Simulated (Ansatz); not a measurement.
The reference is TiB₂ (space group P6/mmm, No. 191; a = 3.0173 Å, c = 3.1849 Å). Axes: x lies along a and z along c of the hexagonal cell.

Calculations: PBEsol (Ansatz, an electronic-structure program), without spin-orbit coupling, earlier PAW set.

Strains are applied to the cell and any free atomic positions relax; under biaxial strain the out-of-plane vector relaxes too; under stress the whole cell relaxes.

One change was made to it. Results:

| quantity | base | after |
|---|---|---|
| band gap | zero | zero |
| shortest interatomic distance | 1.742 Å | 1.724 Å |

**Question.** Which of these changes matches the shifts?
A. biaxial strain +2.84 %, plane normal [001], relaxed out of plane
B. strain tensor (xx, yy, zz, yz, xz, xy) = (+0.22, +0.73, +0.17, −0.33, −1.16, +0.68) %
C. tensor shear ε_xy = +1.58 %
D. uniaxial stress, 0.5 GPa tension along x
E. biaxial strain +4.37 %, plane normal [001], relaxed out of plane

**Answer.** C, tensor shear ε_xy = +1.58 %. For comparison, the shortest interatomic distance in the other runs: biaxial strain +2.84 %, plane normal [001], relaxed out of plane gives 1.792 Å; biaxial strain +4.37 %, plane normal [001], relaxed out of plane gives 1.818 Å; strain tensor (xx, yy, zz, yz, xz, xy) = (+0.22, +0.73, +0.17, −0.33, −1.16, +0.68) % gives 1.741 Å; uniaxial stress, 0.5 GPa tension along x gives 1.742 Å.

A case with no gap was solved on a k-mesh chosen for an insulator, which is coarse for it. Without a gap, meshes like the base's 13×13×10 leave anisotropic stresses uncertain by several tenths of a GPa, and small strain energies with them. Beyond what the load breaks, stability against distortions was not tested. All final runs are without spin polarisation.
